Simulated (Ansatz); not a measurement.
The starting structures come from a database of crystals and need not be the phases stable at ambient conditions.

Inside the gap of an insulator the Bloch states are evanescent, with a wavenumber k + iκ along the transport direction.

Here is the system:

```
CELL_PARAMETERS angstrom
      6.85286     0.00000     0.00000
     -2.87835     6.21907     0.00000
      1.85285     2.89922     3.95009
ATOMIC_POSITIONS crystal
  La 0.37057 0.62943 0.25000
  La 0.62943 0.37057 0.75000
  Nb 0.89547 0.10453 0.25000
  Nb 0.10453 0.89547 0.75000
  O  0.20635 0.27093 0.81249
  O  0.79365 0.72907 0.18751
  O  0.72907 0.79365 0.68751
  O  0.27093 0.20635 0.31249
  O  0.94507 0.35669 0.33926
  O  0.05493 0.64331 0.66074
  O  0.64331 0.05493 0.16074
  O  0.35669 0.94507 0.83926
```

Space group of this cell: C2/c. The cell is taken as given; by PBEsol its mean pressure is -5.6 GPa.

Transport runs along the normal of the first two printed cell vectors.

The gap is the functional's own, uncorrected, and κ follows it; spin-orbit coupling is left out. Mid-gap values are interpolated between the computed energies.

State the band gap and the smallest decay constant κ at mid-gap according to PBEsol run with Ansatz (an electronic-structure program).

Gap 3.63 eV on a 6×6×8 mesh; κ = 0.397 1/Å, at (0.500, 0.500) of the in-plane reciprocal vectors. At the zone centre, at the nearest computed energy, the slowest state has κ = 0.45 1/Å.
